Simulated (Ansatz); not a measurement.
## La5Si3, pressure series

Consider La5Si3 (space group P6_3/mcm, No. 193; a = 8.8768 Å, c = 6.6821 Å; a cell from a computed database, its experimental status unchecked).

Cell and atoms are relaxed at each pressure.

The values are results of PBEsol in Ansatz (plane waves to 420 eV, PAW, no spin-orbit coupling), not measurements.

Notes on the quantities. enthalpy: H = E + PV relative to the base's energy.

```csv
change,enthalpy,density,shortest interatomic distance
base,–,5.67 g/cm³,5.751 bohr
pressure −2 GPa,-0.36 eV/atom,5.44 g/cm³,5.809 bohr
pressure −1 GPa,-0.18 eV/atom,5.56 g/cm³,5.779 bohr
pressure 0.3 GPa,+0.05 eV/atom,5.70 g/cm³,5.744 bohr
pressure 0.7 GPa,+0.12 eV/atom,5.75 g/cm³,5.734 bohr
pressure 1.5 GPa,+0.26 eV/atom,5.84 g/cm³,5.718 bohr
pressure 3 GPa,+0.52 eV/atom,6.03 g/cm³,5.695 bohr
pressure 5 GPa,+0.85 eV/atom,6.25 g/cm³,5.668 bohr
pressure 7.5 GPa,+1.24 eV/atom,6.53 g/cm³,5.648 bohr
pressure 10 GPa,+1.62 eV/atom,6.76 g/cm³,5.555 bohr
```

Load acts through the strain it causes; cell and atoms are relaxed under it. Stability against distortions was not tested. Competing high-pressure phases were not computed. The final runs are not spin-polarised.

Ansatz is a program for electronic structure.
